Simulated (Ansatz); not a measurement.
Consider ZnS in the zinc blende structure (space group F-43m, No. 216; a = 5.443 Å).

(Cell as relaxed with PBE.)

Levels (all Ansatz, a first-principles code, PAW): PBE (420 eV, no SOC); PBEsol (420 eV, no spin-orbit coupling).

Each level relaxes its own structure.

| base | PBE | PBEsol |
|---|---|---|
| volume per atom | 20.16 Å³ | 19.21 Å³ |
| lattice parameter a | 5.443 Å | 5.357 Å |
| band gap | 2.02 eV | 2.09 eV |

Now apply this change: cell and atoms relaxed at a pressure of 30 GPa.

```csv
quantity,PBE,PBEsol
band gap,2.79 eV,___
volume per atom,15.72 Å³,___
electron mass,"1.2 mₑ along k, 0.31 mₑ across (at X)",___
```

Predict the PBEsol column.


- band gap, PBEsol: 2.54 eV
- volume per atom, PBEsol: 15.28 Å³
- electron mass, PBEsol: 1.2 mₑ along k, 0.30 mₑ across (at X)

PBE's band gap lies 0.25 eV above PBEsol's; PBE's volume per atom lies 0.44 Å³ above PBEsol's (2.9 %). Neither level is exact; PBEsol is the comparison here, not a measurement.

Load acts through the strain it causes; cell and atoms are relaxed under it. Effective masses come from finite differences of ±0.01 Å⁻¹. Along k means along the line from Γ to the band edge. Stability against distortions was not tested. Measured, ZnS leaves this structure (for rock salt) near 14.7 GPa (temperature not stated; as listed in Datta, Sujoy, Jana, Debnarayan, arXiv (2020)), on rising pressure, with hysteresis.
